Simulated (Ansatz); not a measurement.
Consider the energy of the reaction as written. Reaction: 1/4 cell B + 3/4 C (graphite) → cell A. Negative: the products are lower in energy.

Cell A: a slab of Cu (fcc, Fm-3m) cut along (111), 9 atoms, hexagonal cell of 2.52 Å (5.5 Å²), symmetry P3m1 within 0.02 Å, 15.9 Å thick under 16 Å of vacuum, in-plane vectors held at the crystal's; planes from bottom to top: Cu × 8 | C, its two faces unlike (dipole correction applied); added, foreign or displaced atoms, above the top plane: C bound to 3 Cu at 2.05 Å; spin state with PBE: run without spin, k-point mesh 21×21×1.
```xyz
9
Lattice="2.5191 0.0000 0.0000 1.2596 2.1816 0.0000 0.0000 0.0000 31.7539" Properties=species:S:1:pos:R:3 pbc="T T T"
Cu     2.5191     1.4544     7.9628
Cu     0.0000     0.0000    10.0314
Cu     1.2596     0.7272    12.0886
Cu     2.5191     1.4544    14.1489
Cu     0.0000     0.0000    16.2059
Cu     1.2596     0.7272    18.2650
Cu     2.5191     1.4544    20.3278
Cu     0.0000     0.0000    22.4390
C      1.2596     0.7272    23.8771
```

Cell B: a slab of Cu (fcc, Fm-3m) cut along (111), 33 atoms, hexagonal cell of 5.04 Å (22.0 Å²), symmetry P3m1 within 0.02 Å, 15.5 Å thick under 16 Å of vacuum, in-plane vectors held at the crystal's; planes from bottom to top: Cu4 × 8 | C, its two faces unlike (dipole correction applied); added, foreign or displaced atoms, above the top plane: C bound to 3 Cu at 1.84 Å; spin state with PBE: run without spin, k-point mesh 8×8×1.
```
Cu32C
1.0
    5.03830     0.00000     0.00000
    2.51915     4.36329     0.00000
    0.00000     0.00000    31.75394
Cu C
32 1
Direct
  0.83337   0.33331   0.25183
  0.33331   0.33331   0.25183
  0.83333   0.83333   0.25171
  0.33331   0.83337   0.25183
  0.99993   0.99993   0.31705
  0.50013   0.99993   0.31705
  0.99993   0.50013   0.31705
  0.50000   0.50000   0.31701
  0.16667   0.16667   0.38165
  0.66648   0.16705   0.38172
  0.16705   0.66648   0.38172
  0.66648   0.66648   0.38172
  0.83361   0.33319   0.44647
  0.33319   0.33319   0.44647
  0.83333   0.83333   0.44619
  0.33319   0.83361   0.44647
  0.99964   0.99964   0.51115
  0.50071   0.99964   0.51115
  0.99964   0.50071   0.51115
  0.50000   0.50000   0.51100
  0.16667   0.16667   0.57562
  0.66642   0.16715   0.57598
  0.16715   0.66642   0.57598
  0.66642   0.66642   0.57598
  0.83306   0.33347   0.64068
  0.33347   0.33347   0.64068
  0.83333   0.83333   0.64051
  0.33347   0.83306   0.64068
  0.99520   0.99520   0.70639
  0.50960   0.99520   0.70639
  0.99520   0.50960   0.70639
  0.50000   0.50000   0.70735
  0.16667   0.16667   0.74008
```

Reference: C (graphite, P6₃/mmc), 4 atoms in the cell, k-point mesh 18×18×6 on the run's own vectors. Conventional cell: a = b = 2.4650 Å, c = 6.7411 Å, α = β = 90.00°, γ = 120.00°.

All numbers come from Ansatz (an electronic-structure program), plane waves with PAW, its PAW set soft_1, cutoff 420 eV, 500 eV for r2SCAN. The structures are at rest with PBE+D3(BJ), within the held lattices; other levels are single points on them. Neutral cells; Fermi-Dirac smearing of at most 0.10 eV in the solids, energies taken to zero width. The lattices are those relaxed with PBE+D3(BJ), so at other levels the solids can be strained, which adds to the spread. Larger cells are relaxed from a start prepared with the learned potential CHGNet, on a coarser mesh till forces fall under 0.03 eV/Å, which some starts already meet. A dispersion term (D3(BJ), or D4 for r2SCAN) was computed beside these levels and is taken off wherever the name lacks it. Space groups of crystals are read within 0.01 Å. Nuclei at rest; no vibrational terms. Cells are local rest points, mostly with their start's symmetry. Values are for these cell sizes. The cells' k-point meshes differ in density, so the last digit is unsettled. Cell A has symmetry P3m1 within 0.02 Å and got no random move, so less symmetric positions, which may lie lower, weren't tried. Cell B has symmetry P3m1 within 0.02 Å and got no random move, so less symmetric positions, which may lie lower, weren't tried.

Predict the value from PBE+D3(BJ).

3.27 eV, for 1/4 cell B + 3/4 C (graphite) → cell A.

List the value at the remaining levels and say how far they part.


```csv
Level,value (eV),less PBE+D3(BJ)
PBE,3.36,0.09
r2SCAN,3.47,0.20
r2SCAN+D4,3.45,0.18
```

The levels shown span 0.20 eV, from PBE+D3(BJ) (3.27) to r2SCAN (3.47).
